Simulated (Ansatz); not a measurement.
**Ni₂Si (space group Pnma, No. 62; non-magnetic)**

```cif
data_Ni8Si4
_chemical_formula_sum 'Ni8 Si4'
_space_group_name_H-M_alt 'Pnma'
_space_group_IT_number 62
_space_group_name_Hall '-P 2ac 2n'
_cell_length_a 4.91562
_cell_length_b 3.69821
_cell_length_c 7.00799
_cell_angle_alpha 90.000
_cell_angle_beta 90.000
_cell_angle_gamma 90.000
loop_
_atom_site_label
_atom_site_type_symbol
_atom_site_symmetry_multiplicity
_atom_site_Wyckoff_symbol
_atom_site_fract_x
_atom_site_fract_y
_atom_site_fract_z
_atom_site_occupancy
Ni1 Ni 4 c 0.04224 0.25000 0.70750 1
Ni2 Ni 4 c 0.17148 0.25000 0.06027 1
Si1 Si 4 c 0.20828 0.25000 0.38659 1
```

Method: Kohn–Sham DFT with the PBEsol functional, run in Ansatz (an electronic-structure program) with PAW and 420 eV plane waves, no spin-orbit coupling. Settings: 8×10×6 k-points, 0.05 eV Fermi–Dirac smearing.

* **Volume per atom**: 10.62 Å³
* **Density**: 7.58 g/cm³
* **Band gap**: zero
* **Total energy**: -4077.771 eV/atom (σ→0; compares only within this code and set-up)

Whether these cells are dynamically stable was not tested. Starting moments died away, wholly or in part, for the base; another magnetic solution may exist. All final runs are without spin polarisation.
